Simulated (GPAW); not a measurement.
**Pressure against volume in wurtzite ZnO (space group 186) (GPAW, PBEsol)**

```yaml
crystal:
  lattice:
    - [3.15564, 0.00000, 0.00000]
    - [-1.57782, 2.73286, 0.00000]
    - [0.00000, 0.00000, 5.05873]
  atoms:
    - { symbol: Zn, position: [0.33333, 0.66667, 0.00000] }
    - { symbol: Zn, position: [0.66667, 0.33333, 0.50000] }
    - { symbol: O, position: [0.33333, 0.66667, 0.38200] }
    - { symbol: O, position: [0.66667, 0.33333, 0.88200] }
```

Method of the run: PBEsol, GPAW PAW datasets PBEsol (made by gpaw-setup) (plane waves; GPAW). Settings: mode = pw; ecut = 1040 eV; xc = PBEsol; kpts = 12 12 7; mesh shift (steps) = 0 0 0; occupations.name = fermi-dirac; occupations.width = 0.01 eV; nbands = -8; convergence.bands = -6; symmetry.symmorphic = false; symmetry.tolerance = 0.0005; maxiter = 120. The cell above is the first row's. The rows scale it uniformly. In all rows fractional positions and the k mesh are held.

```
V (Å^3/atom)  P (GPa)
------------  -------
10.907              ?
11.144           9.08
11.381           5.40
11.618           2.05
11.855          -0.87
12.092          -3.58
12.329          -5.97
12.566          -8.12
12.803         -10.04
```

Q: Using a cubic, estimate the missing P at V = 10.907 from the other rows, showing the fit.

A: With u = V - 12.0, the rows have u = -0.8560, -0.6190, -0.3820, -0.1450, 0.0920, 0.3290, 0.5660, 0.8030. Least squares gives P = -2.571 - 11.1319·u + 2.5740·u² - 0.3737·u³. Residuals (row less fit): 0.002, 0.005, -0.028, 0.032, -0.006, -0.002, -0.005, 0.004; standard error 0.022 (degrees of freedom: 4). The fitted pressure is zero at V0 = 11.78, where dP/dV = -12.32, so B0 = -V0·dP/dV = 145 GPa. At the withheld row, u = -1.0930, so P = -2.571 - 11.1319 × (-1.0930) + 2.5740 × (-1.0930)² - 0.3737 × (-1.0930)³ = 13.159 GPa. The calculation gives 13.20 GPa, 0.041 GPa above the prediction (0.2 % of the range of P in the table). The row lies outside the fitted rows, so this is an extrapolation. From the scatter of the fitted rows alone, a prediction at this place has a standard error of 0.058 GPa, so the miss is 0.7 times that.

Carrying the step between the two nearest rows on in a straight line would have given 12.76, off by 0.44; series whose last step already gives the withheld value aren't shown. The scan was laid around a cell of about the measured size, scaled by a guess for this functional; axis ratios and inner coordinates come from that cell. The runs keep the symmetry of the cell, so they don't test it for distortions. The shape of the cell and the inner coordinates aren't relaxed, so V0 and B0 belong to this uniform scaling; a relaxed crystal lies no higher in energy and is usually softer (forces reach 0.05 eV/Å in these rows). Cutoffs and mesh are single choices, not tested for convergence of this quantity. Series with a scatter that would blur these digits, or in which a gap closes, are not shown.
